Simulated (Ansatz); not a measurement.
## How the smallest direct gap on the k points sampled of CdZnS2 (P3m1, No. 156, 4 atoms in the cell; start mp-1215475) moves with the method

No measured value is used here.

```csv
level (code),value (eV)
LDA (Ansatz),1.20
PBEsol (Ansatz),1.33
PBEsol+SOC (Ansatz),1.31
HSE06+SOC (Ansatz),2.54
```

Computed values are for a static lattice. Levels without +SOC have no spin–orbit coupling; where heavier elements are present it shifts gaps, mostly down, and can invert bands.  Values are at the PBEsol cell. Cutoffs and k meshes differ between the levels. Ansatz's density-functional and Hartree–Fock values are scalar-relativistic unless marked +SOC, with PAW data made under PBE.

A start named mp-… is a Materials Project structure, which need not be a measured phase.

Ansatz is a quantum-chemistry and plane-wave program.
